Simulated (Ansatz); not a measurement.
**Parameter sweep on Ti₂Se₃ (P-3m1, 5 atoms in the cell)**

Space group P-3m1 (No. 164); a = b = 4.256 Å, c = 6.632 Å, α = β = 90.00°, γ = 120.00°

```tsv
atom	site	symmetry	x	y	z
Ti	2d	3m.	0.3333	0.6667	0.2467
Se	1a	-3m.	0.0000	0.0000	0.0000
Se	2d	3m.	0.6667	0.3333	0.3530
```

Base run A: PBEsol, default PAW files made with PBE (Ansatz, a quantum-chemistry and plane-wave program), self-consistent single point.

Its settings: kpoints.mp_grid.grid = 7 7 4; hamiltonian.xc = pbesol; hamiltonian.pseudopotentials = {kind: paw} (the program's default PAW files); scf.occupations.method = methfessel_paxton; scf.occupations.width = 0.272 eV.

The starting cell was generated: these elements placed on a structure prototype, without a prior relaxation; it need not be a known phase or ordering of this composition. Spin polarisation is off, so a magnetic state, if there is one, cannot be reached. In the base run, with a pressure of about -4 GPa the cell is away from its equilibrium volume at this level. Ansatz's pressure includes its estimate of the finite-basis (Pulay) stress.

Run A gave: pressure (GPa) -3.94; largest force (eV/Å) 0.231.

Runs:
- B: magnetization.noncollinear: default → true; magnetization.spin_orbit: default → true [PBEsol with spin-orbit coupling]
- C: hamiltonian.pseudopotentials: {kind: paw} (the program's default PAW files) → {kind: paw_fr}; magnetization.noncollinear: default → true; magnetization.spin_orbit: default → false
- D: hamiltonian.xc: pbesol → lda; magnetization.noncollinear: default → true; magnetization.spin_orbit: default → true [LDA (PW92) with spin-orbit coupling]

Task: What does run D change against A?

Result: The pressure goes from -3.94 to -6.31 GPa and the largest force goes from 0.231 to 0.121 eV/Å.

| run | pressure (GPa) | largest force (eV/Å) |
|---|---|---|
| A | -3.94 | 0.231 |
| B | -3.93 | 0.232 |
| C | -3.94 | 0.232 |
| D | -6.31 | 0.121 |

Keys are those of Ansatz 0.2.
